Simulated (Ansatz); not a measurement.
The reference is HgI₂ in the 2H-MoS2 type structure (space group P6_3/mmc, No. 194; a = 4.071 Å, c = 13.559 Å; a hypothetical phase, not in the database extracts checked; layered, stacked along the Cartesian z axis).

Modification: full substitution I → Br, then cell and atoms are relaxed.

Levels (all Ansatz, a first-principles code, PAW, earlier PAW set): PBEsol-D3(BJ) (420 eV, no SOC); r2SCAN (500 eV, without spin-orbit coupling).

The geometry is relaxed with PBEsol-D3(BJ).

| Item | Result |
|---|---|
| PBEsol-D3(BJ) lowest conduction level above the VBM at special points | Γ 0.92 eV; M 1.30 eV; A 1.73 eV; L 1.79 eV |
| PBEsol-D3(BJ) smallest direct gap | 1.21 eV |
| PBEsol-D3(BJ) gap character | indirect, k = (0.200, 0.200, 0) in the run's primitive reciprocal basis → Γ |
| PBEsol-D3(BJ) width of the top valence band | 0.60 eV |

### Question
How does going to r2SCAN change the lowest conduction level above the VBM at special points, smallest direct gap, gap character and width of the top valence band?

### Answer
The lowest conduction level above the VBM at special points becomes Γ 1.41 eV; M 1.71 eV; A 2.14 eV; L 2.17 eV (PBEsol-D3(BJ): Γ 0.92 eV; M 1.30 eV; A 1.73 eV; L 1.79 eV); the smallest direct gap grows by 0.493 eV to 1.71 eV; the gap character remains indirect, k = (0.200, 0.200, 0) in the run's primitive reciprocal basis → Γ; the width of the top valence band shrinks by 0.03 eV (0.60 eV → 0.57 eV).

Single points use the geometry relaxed with PBEsol-D3(BJ). With Hg present, leaving out spin-orbit coupling can change the band edges. Whether these cells are dynamically stable was not tested. As relaxed here, HgBr2 is a hypothetical phase, not in the database extracts checked. The final runs are not spin-polarised. A zero or small gap of HgI2 can be the functional's error rather than a property of the material.
